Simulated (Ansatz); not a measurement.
The starting structures come from a database of crystals and need not be the phases stable at ambient conditions.

Inside the gap of an insulator the Bloch states are evanescent, with a wavenumber k + iκ along the transport direction.

Consider the following.

```
CELL_PARAMETERS angstrom
      6.08003     0.00000     0.00000
      3.04001    10.09052     0.00000
      3.04001    -0.91588     2.89877
ATOMIC_POSITIONS crystal
  Ba 0.16451 0.83549 0.33549
  Ba 0.33549 0.16451 0.66451
  Zn 0.00000 0.50000 0.50000
  Zn 0.50000 0.50000 0.50000
  As 0.65661 0.34339 0.84339
  As 0.84339 0.65661 0.15661
  F  0.50000 0.00000 0.00000
  F  0.00000 0.00000 0.00000
```

Space group of this cell: P4/nmm. The cell is taken as given; by r2SCAN its mean pressure is -2.4 GPa.

Transport runs along the normal of the first two printed cell vectors, the (111) plane of the conventional cell.

The gap is the functional's own. No spin-orbit coupling. Mid-gap values are interpolated on the energy grid.

Question: State the band gap and the smallest decay constant κ at mid-gap according to r2SCAN run with Ansatz (a program for electronic structure).

Answer: Gap 0.56 eV on a 10×10×10 mesh; κ = 0.105 1/Å, at the zone centre.
